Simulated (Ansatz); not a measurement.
V_Al+O_N in wurtzite AlN (start: the Al site; N 1.90 Å away; 192-site cell, 2×2×1 shifted sampling). Calculation: PBE, PAW (plane waves to 420 eV; Ansatz, a program for electronic structure). Total energies of the localised charge states, counted from that of charge 0, and their image corrections (point charge with alignment); the host's valence-band maximum lies at 6.946 eV on the cells' energy zero and its gap is 4.03 eV.

```json
[
 {"charge": "0", "moment (μB)": "2.0", "E − E(first) (eV)": "0.000", "correction (eV)": "0.002"},
 {"charge": "−1", "moment (μB)": "1.0", "E − E(first) (eV)": "7.819", "correction (eV)": "0.268"},
 {"charge": "−2", "moment (μB)": "0.0", "E − E(first) (eV)": "15.895", "correction (eV)": "0.859"}
]
```

Derive the transition levels above the valence-band maximum and say which of them are thermodynamic.

A level is the Fermi energy at which two charges have equal formation energy: ε(q/q′) = [E(q′) + corr(q′) − E(q) − corr(q)] / (q − q′) − E_VBM.
ε(0/−1) = [(7.819 + 0.268) − (0.000 + 0.002)] / 1 − 6.946 = 1.14 eV
ε(−1/−2) = [(15.895 + 0.859) − (7.819 + 0.268)] / 1 − 6.946 = 1.72 eV
Thermodynamic levels at least 0.1 eV inside the gap: (0/−1) at 1.14 eV; (−1/−2) at 1.72 eV. They hold to tenths of an eV in this cell. Charges with a result: +1, 0, −1, −2. Others weren't obtained, and one of them could lie lower, also by skipping a charge. Charge +1 has its level within 0.1 eV of a band edge or past it. The geometries come from one start. Flagged in the runs: a host whose relaxation on this sampling wasn't shown to rest.
